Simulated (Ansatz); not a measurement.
An Ansatz (a program for electronic structure) run: MoTe2 with a change (tensor shear ε_xz = +1.33 %); plane-wave PAW DFT at the PBEsol-D3(BJ) level (Ansatz, 420 eV), scalar-relativistic without spin-orbit coupling.

Input:

Ansatz 0.2 input:
```yaml
crystal:
  lattice:
    - [3.4340202851, 0, 0.0456724698]
    - [-1.7170101426, 2.973948804, -0.0228362349]
    - [0.177281131, 0, 13.3294083488]
  atoms:
    - { symbol: Te, position: [0.6666666667, 0.3333333333, 0.3862072776] }
    - { symbol: Te, position: [0.3333333333, 0.6666666667, 0.8862072776] }
    - { symbol: Te, position: [0.3333333333, 0.6666666667, 0.6137927224] }
    - { symbol: Te, position: [0.6666666667, 0.3333333333, 0.1137927224] }
    - { symbol: Mo, position: [0.6666666667, 0.3333333333, 0.75] }
    - { symbol: Mo, position: [0.3333333333, 0.6666666667, 0.25] }
basis: { ecutwfc: 420, ecutrho_ratio: 4, xc_grid: 2, fft_grid_basis: typed }
kpoints: { mp_grid: { grid: [11, 11, 3] } }
hamiltonian:
  xc: pbesol
  dispersion: d3bj
  pseudopotentials: { kind: paw }
scf: { occupations: { method: fermi_dirac, width: 0.05 }, convergence: { dr2_threshold: 0.0000000006 } }
relax: { f_tol: 0.005, max_steps: 50 }
output: { forces: true, stress: true }
checkpoint: { write: state.ck, write_every: 1000 }
```

Output (explanatory and most iteration lines left out):

```
Relaxation: its limit of steps is 50 (relax.max_steps)
Pseudopotential: Te, paw, valence charge 16
Pseudopotential: Mo, paw, valence charge 14
Crystal: 6 atoms, lattice volume = 136.104 Å³
Basis set: ecut = 420 eV, 2653 PW (Γ), exchange–correlation on 48×48×180 points (8 copies of the dense FFT grid, shifted against one another)
Bands: 56, of which v1, the nominal top of the filled ones, is band 46 counted from 1 (45 counted from 0)
Symmetry: 4 space group operations
Space group: C2/c (ITA 15), of the structure as read, at distance tolerance 5.1e-5 Å
k-points: 102 of 363
Functional: x = pbesol(κ = 0.804, μ = 0.12345679012345678), c = pbesol(β = 0.046)
SCF iter   1: F=—  HF=-37405.955242 eV  |F-HF|=—  |Δ(HF+E_count)|=         —  Δρ=6.42e-3  dr2=6.19e-2  ethr=1.77e-3  ⟨swp⟩=7.5  Hψ=22411  notcnv=0  defer=6
SCF iter   2: F=—  HF=-37405.952506 eV  |F-HF|=—  |Δ(HF+E_count)|=   2.74e-3  Δρ=3.37e-3  dr2=1.44e-2  ethr=6.73e-5  ⟨swp⟩=1.8  Hψ=7458  notcnv=0  defer=70
SCF 1 converged in 8 iterations: F = -37405.952782 eV  dr2 = 1.16e-10
relax step   1: F+E_penalty+E_count = -37405.95278230 eV  Δ(F+E_penalty+E_count) = +0.000e0 eV  max|allowed force component| = 2.868e-1 eV/Å  Δτ_max = 0.0000 Å  (8 SCF iters, accepted)
Crystal: 6 atoms, lattice volume = 136.104 Å³
SCF iter   1: F=—  HF=-37405.906377 eV  |F-HF|=—  |Δ(HF+E_count)|=         —  Δρ=4.98e-3  dr2=2.06e-2  ethr=2.17e-5  ⟨swp⟩=2.0  Hψ=22612  notcnv=0  defer=186
SCF iter   2: F=—  HF=-37405.903171 eV  |F-HF|=—  |Δ(HF+E_count)|=   3.21e-3  Δρ=2.76e-3  dr2=6.38e-3  ethr=2.17e-5  ⟨swp⟩=1.0  Hψ=5516  notcnv=0  defer=186
SCF 2 converged in 7 iterations: F = -37405.902172 eV  dr2 = 1.79e-10
relax step   2: F+E_penalty+E_count = -37405.90217207 eV  Δ(F+E_penalty+E_count) = +5.061e-2 eV  max|allowed force component| = 5.136e-1 eV/Å  Δτ_max = 0.1127 Å  (7 SCF iters, rejected (line search))
Crystal: 6 atoms, lattice volume = 136.104 Å³
SCF iter   1: F=—  HF=-37405.977359 eV  |F-HF|=—  |Δ(HF+E_count)|=         —  Δρ=3.23e-3  dr2=8.79e-3  ethr=9.40e-5  ⟨swp⟩=6.0  Hψ=17749  notcnv=0  defer=200
SCF iter   2: F=—  HF=-37405.976080 eV  |F-HF|=—  |Δ(HF+E_count)|=   1.28e-3  Δρ=1.79e-3  dr2=2.71e-3  ethr=9.55e-6  ⟨swp⟩=1.0  Hψ=6630  notcnv=0  defer=202
SCF 3 converged in 7 iterations: F = -37405.975635 eV  dr2 = 7.83e-11
relax step   3: F+E_penalty+E_count = -37405.97563452 eV  Δ(F+E_penalty+E_count) = -2.285e-2 eV  max|allowed force component| = 8.091e-3 eV/Å  Δτ_max = 0.0397 Å  (7 SCF iters, accepted)
Crystal: 6 atoms, lattice volume = 136.104 Å³
SCF iter   1: F=—  HF=-37405.975677 eV  |F-HF|=—  |Δ(HF+E_count)|=         —  Δρ=1.06e-4  dr2=1.01e-5  ethr=7.82e-8  ⟨swp⟩=3.8  Hψ=14215  notcnv=0  defer=203
SCF iter   2: F=—  HF=-37405.975651 eV  |F-HF|=—  |Δ(HF+E_count)|=   2.66e-5  Δρ=6.07e-5  dr2=3.26e-6  ethr=1.10e-8  ⟨swp⟩=1.0  Hψ=6631  notcnv=0  defer=203
SCF 4 converged in 6 iterations: F = -37405.975648 eV  dr2 = 2.72e-12
relax step   4: F+E_penalty+E_count = -37405.97564780 eV  Δ(F+E_penalty+E_count) = -1.329e-5 eV  max|allowed force component| = 3.117e-3 eV/Å  Δτ_max = 0.0020 Å  (6 SCF iters, accepted)
SCF converged after 6 iterations
Free energy (F): -37405.975648 eV
Internal energy: -37405.974980 eV  (E = F + TS)
E sigma→0 (E₀):  -37405.975314 eV
Entropy (-TS):   -0.000668 eV (-0.111 meV/atom)
Fermi energy:    14.492369 eV
  E_disp       = -3.405391  (pairwise vdW)
--- Forces (eV/Å), atoms counted from 1 ---
  atom   1  Te     0.00311662    -0.00074118     0.00125399
  atom   2  Te     0.00311662     0.00074118     0.00125399
  atom   3  Te    -0.00311662     0.00074118    -0.00125399
  atom   4  Te    -0.00311662    -0.00074118    -0.00125399
  atom   5  Mo     0.00000000    -0.00264779    -0.00000000
  atom   6  Mo    -0.00000000     0.00264779     0.00000000
--- Stress (GPa, compression-positive) ---
        0.059933      -0.000000      -1.197836
       -0.000000       0.095478      -0.000000
       -1.197836      -0.000000       0.187370
  P = ⅓ Tr σ = 0.1143 GPa (1.143 kbar)
--- Relaxed structure (4 steps of the walk, 3 accepted, 0 SCFs on fresh bases) ---
  atoms:
    - { symbol: Te, position: [0.6533943453300485, 0.3302597142553577, 0.38617433773655946] }
    - { symbol: Te, position: [0.32313463107469054, 0.669740285744642, 0.8861743377365593] }
    - { symbol: Te, position: [0.3466056546699513, 0.669740285744642, 0.6138256622634403] }
    - { symbol: Te, position: [0.6768653689253091, 0.33025971425535766, 0.11382566226344035] }
    - { symbol: Mo, position: [0.6681835935165454, 0.3363671870330909, 0.7499999999999998] }
    - { symbol: Mo, position: [0.3318164064834543, 0.6636328129669088, 0.24999999999999994] }
```

Spin-orbit coupling, missing from the scalar runs, can matter with Te. The cells carry an imposed strain or load. Stability against distortions was not tested. The cell was made from MoTe₂ (space group P6_3/mmc, No. 194; layered, stacked along the Cartesian z axis) by this change: tensor shear ε_xz = +1.33 %.
